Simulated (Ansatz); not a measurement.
A self-consistent single point of Rb3Se2O8H (P1, 28 atoms in the cell) with Ansatz (a program for electronic structure).

Method of the run: LDA (PW92), default PAW files made with PBE (plane waves; Ansatz).

```
CELL_PARAMETERS angstrom
      7.71030    -3.04280     0.00000
      7.71030     3.04280     0.00000
     -2.34249     0.00000    10.21228
ATOMIC_POSITIONS crystal
  Rb 0.75189 0.24782 0.25018
  Rb 0.25121 0.75110 0.74964
  Rb 0.92424 0.46503 0.65205
  Rb 0.54181 0.07019 0.84880
  Rb 0.06906 0.54419 0.34985
  Rb 0.44943 0.93714 0.14880
  Se 0.33689 0.89343 0.45998
  Se 0.11443 0.65380 0.04342
  Se 0.65416 0.11194 0.53857
  Se 0.89268 0.34569 0.96314
  O  0.17443 0.14095 0.40012
  O  0.86472 0.82183 0.10648
  O  0.82424 0.86146 0.59954
  O  0.13923 0.17831 0.89781
  O  0.18716 0.82646 0.43989
  O  0.17748 0.81346 0.06069
  O  0.81383 0.17170 0.56031
  O  0.82990 0.18475 0.94066
  O  0.39453 0.91072 0.61556
  O  0.09506 0.59634 0.88264
  O  0.60558 0.08220 0.38172
  O  0.90863 0.40125 0.11894
  O  0.57905 0.67392 0.38492
  O  0.32863 0.41383 0.10768
  O  0.42272 0.31969 0.61344
  O  0.67120 0.58180 0.88645
  H  0.99981 0.99994 0.99794
  H  0.99798 0.00107 0.50080
```

Reference input (self-consistent single point, DFT, LDA (PW92), plane waves, default PAW files made with PBE): kpoints.mp_grid.grid = 3 3 2; hamiltonian.xc = lda; hamiltonian.pseudopotentials = {kind: paw} (the program's default PAW files); scf.occupations.method = fermi_dirac; scf.occupations.width = 0.136 eV. This run's input differs from it in these lines:

Ansatz 0.2 input:
```diff
@@ -35,2 +35,4 @@
     - { symbol: H, position: [-0.00202200, 0.00107000, 0.50080100] }
+basis:
+  ecutrho_ratio: 2
 kpoints:
```

The program printed (abridged):

```
SCF iter   1: F=—  HF=-49468.076558 eV  |F-HF|=—  |Δ(HF+E_count)|=         —  Δρ=1.16e-2  dr2=5.66e-1  ethr=1.77e-3  ⟨swp⟩=7.0  Hψ=6443  notcnv=0  defer=22
all-band conjugate gradients solve this SCF's bands
preconditioner: auto → Resta (q_TF=auto, 2.389 Å⁻¹)
SCF iter   2: F=—  HF=-49467.927194 eV  |F-HF|=—  |Δ(HF+E_count)|=   1.49e-1  Δρ=3.64e-3  dr2=3.24e-2  ethr=2.62e-4  ⟨swp⟩=2.0  Hψ=2367  notcnv=0  defer=191
   [... lines left out ...]
SCF iter   6: F=—  HF=-49467.916207 eV  |F-HF|=—  |Δ(HF+E_count)|=   3.34e-5  Δρ=6.48e-5  dr2=1.90e-5  ethr=9.36e-8  ⟨swp⟩=2.1  Hψ=2101  notcnv=0  defer=191
SCF iter   7: F=—  HF=-49467.916512 eV  |F-HF|=—  |Δ(HF+E_count)|=   3.05e-4  Δρ=2.97e-5  dr2=3.67e-6  ethr=8.82e-9  ⟨swp⟩=2.0  Hψ=1869  notcnv=0  defer=179
SCF iter   8: F=—  HF=-49467.916512 eV  |F-HF|=—  |Δ(HF+E_count)|=   4.47e-8  Δρ=8.83e-6  dr2=3.56e-7  ethr=1.70e-9  ⟨swp⟩=2.0  Hψ=2015  notcnv=0  defer=164
SCF iter   9: F=-49467.916513 eV  HF=-49467.916513 eV  |F-HF|=5.65e-9  |Δ(HF+E_count)|=   1.20e-7  Δρ=2.59e-6  dr2=3.78e-8  ethr=4.63e-11  ⟨swp⟩=12.4  Hψ=6840  notcnv=0
SCF 1 converged in 9 iterations: F = -49467.916513 eV  dr2 = 3.78e-8
Free energy (F): -49467.916513 eV
Internal energy: -49467.916511 eV  (E = F + TS)
E sigma→0 (E₀):  -49467.916512 eV
Entropy (-TS):   -0.000002 eV (-0.000 meV/atom)
Fermi energy:    5.051011 eV
--- Forces (eV/Å), atoms counted from 1 ---
  atom   1  Rb     0.02278394    -0.01761109    -0.00695349
  atom   2  Rb    -0.08437235     0.06453850     0.02879079
  atom   3  Rb     0.01641650     0.04356675     0.02090047
  atom   4  Rb     0.03344613     0.03356541    -0.04621461
  atom   5  Rb    -0.06323422     0.00045778     0.00585713
   [... 19 lines left out ...]
  atom  25  O     -0.42602977     2.06953712     1.02221510
  atom  26  O      0.29137503     0.32939598    -0.13027605
  atom  27  H      0.16175221     0.20342022    -0.01293832
   [... lines left out ...]
       -0.106736      -0.729667       0.482799
  P = ⅓ Tr σ = 0.3898 GPa (3.898 kbar)
  The stress holds the Pulay correction, which leaves out the density cutoff's part. Without it, at fixed plane waves, as pw.x and ABINIT print it …
settings of this run that can trade accuracy for cost: basis.ecutrho_ratio < 4. Do not mix this run's numbers with those of runs without the same settings …
```

The run converged in 9 iterations. Against the reference run the free energy goes down by 3.3 meV/atom, the pressure goes from 0.00 to 0.39 GPa, the largest force moves little (3.350 to 3.352 eV/Å) and the gap on the mesh moves little (3.957 to 3.958 eV). The full log also holds: “WARN basis.ecutrho_ratio = 2 (ecutrho = 840 eV) is below the records' recommended cutoff”.

The starting cell comes from a database of published, mostly measured structures (it also holds non-ambient and calculated ones), without a prior relaxation at this level. Its atoms were displaced at random from the sites of space group no. 15. Forces in this geometry exceed 1 eV/Å. Ansatz's pressure includes its estimate of the finite-basis (Pulay) stress. Without the estimate this run gives -0.21 GPa. The cutoff lies below the one recommended for these files.

Cost on one core of a shared machine: roughly 70 s.
